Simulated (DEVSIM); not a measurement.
System: Pd/HfO2/SiO2/n-Si capacitor, at 400 K.

| layer (left to right) | material | thickness (nm) | Nd (cm⁻³) |
|---|---|---|---|
| 1 | HfO2 | 2.70 | - |
| 2 | SiO2 | 0.670 | - |
| 3 | Si | 5000 | 1.3e16 |

Metal gate on the left, work function 5.2 eV. Fixed charge at the semiconductor interface -8.2e10 cm⁻² (in units of +e); interface traps 2.3e11 cm⁻² eV⁻¹, uniform in energy, neutral level at 0.7 of the gap above the valence band.

This is a model device: material constants are rounded textbook-type values typed into the input, and sizes, dopings and lifetimes were drawn at random. Values at 300 K; Nc and Nv go as T^1.5, mobilities as T to minus their exponent, the gap by Varshni's rule with the affinity fixed.

```tsv
parameter	HfO2	SiO2	Si
gap (eV)	5.7	9	1.124
affinity (eV)	2.5	0.9	4.05
permittivity	22	3.9	11.7
Nc (cm⁻³)	-	-	2.86e19
Nv (cm⁻³)	-	-	3.1e19
Varshni α (eV/K)	-	-	0.000473
Varshni β (K)	-	-	636
```

Model (solved in DEVSIM): 1D Poisson equation in equilibrium, Boltzmann statistics, complete ionisation; no quantum confinement or tunnelling. Metal contacts follow the ideal Schottky-Mott rule: no Fermi-level pinning, no interface dipoles.

The interface trap density was swept, all else fixed.

```tsv
interface trap density (cm^-2 eV^-1)	threshold voltage (band bending 2φF) (V)	minimum of the low-frequency capacitance (μF/cm²)
0	0.32	0.0550
1e10	0.32	0.0565
1e11	0.32	0.0701
2.3e11	0.32	0.0897
3e11	0.32	0.100
1e12	0.30	0.201
2e12	0.27	0.333
```

From the first row to the last the threshold voltage (band bending 2φF) goes from 0.32 to 0.27. From the first row to the last the minimum of the low-frequency capacitance goes from 0.0550 to 0.333.
